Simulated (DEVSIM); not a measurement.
Structure: abrupt Ge n-p junction, at 300 K.

Layer 1 from the left is Ge, thickness (μm) 15.0, Nd (cm⁻³) 7e15, τn (s) 1.6e-7, τp (s) 1.6e-8. Layer 2 from the left is Ge, thickness (μm) 230, Na (cm⁻³) 4.3e16, τn (s) 1.6e-7, τp (s) 1.6e-7.

Left contact: ohmic. Right contact: ohmic. Voltage is applied to the left contact. Recombination: SRH at mid-gap, radiative. Mobility is constant in doping.

This is a model device: material constants are rounded textbook-type values typed into the input, and sizes, dopings and lifetimes were drawn at random. Values at 300 K.

Ge: gap (eV) 0.664, affinity (eV) 4, permittivity 16, Nc (cm⁻³) 1.04e19, Nv (cm⁻³) 6e18, μn (cm²/Vs) 3900, μp (cm²/Vs) 1900, B (cm³/s) 6.4e-14.

Model (solved in DEVSIM): 1D drift-diffusion, Boltzmann statistics, complete ionisation; no tunnelling, impact ionisation, image-force lowering or self-heating.

Question: What does the simulation give for the dark forward voltage at 100 A/cm², the largest field in the device at zero bias, the dark forward voltage at 1 A/cm²?

Answer: dark forward voltage at 100 A/cm² 0.498 V; largest field in the device at zero bias 21000 V/cm; dark forward voltage at 1 A/cm² 0.193 V.
